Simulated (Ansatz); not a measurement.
System: SiCO₄ (model structure, I-4, No. 82, 6 atoms in the cell). Method: PBE (PAW; Ansatz, an electronic-structure program).

Settings: plane-wave cutoff 520 eV, 12×12×12 k mesh, Fermi–Dirac smearing 0.01 eV, scalar-relativistic PAW data made under PBE.

Cell (relaxed with PBEsol):

```xyz
6
Lattice="-2.1894 2.1894 3.2742 2.1894 -2.1894 3.2742 2.1894 2.1894 -3.2742" Properties=species:S:1:pos:R:3 pbc="T T T"
Si     0.0000     0.0000     0.0000
C      0.0000     2.1894     1.6371
O      0.6354     1.2346     0.8618
O      1.5541     0.9549     4.1360
O     -0.9549     1.5541     2.4124
O      3.1443     0.6354    -0.8618
```

Question: Give the computed band gap and smallest direct gap on the k points sampled.

Answer: 
* **band gap**: 7.07 eV (indirect)
* **smallest direct gap on the k points sampled**: 7.41 eV

Note: the relaxation could raise the start's symmetry but not lower it, so the cell can be a saddle point; cell and atoms aren't relaxed at this level (largest force component 0.18 eV/Å, pressure 3.9 GPa).

The computed numbers hold no vibrational or temperature effects.

A model structure was made by putting elements into a prototype or built by hand; it is no filed structure, need not be a known phase, and can be a saddle point held by its symmetry.
